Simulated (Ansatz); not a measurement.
K in the bcc (W type) structure, quasi-harmonic lattice dynamics with DFT at the LDA level (Ansatz, a program for electronic structure). 

```tsv
T (K)	α_L (10⁻⁶/K)	C_P (J/mol/K)	bulk modulus B_T (GPa)	γ
50	51.9	(withheld)	4.3	1.28
100	63.7	24.4	4.1	1.31
150	69.1	25.6	3.9	1.32
200	73.7	26.5	3.8	1.34
250	78.5	(withheld)	3.6	1.36
```

Problem. Fill in the missing entries.

Solution. 
- 50, C_P (J/mol/K): 20.6
- 250, C_P (J/mol/K): 27.2

Whether this phase is the stable one at each condition was not tested.

The PAW data sets were generated under PBE and serve the other functionals too.
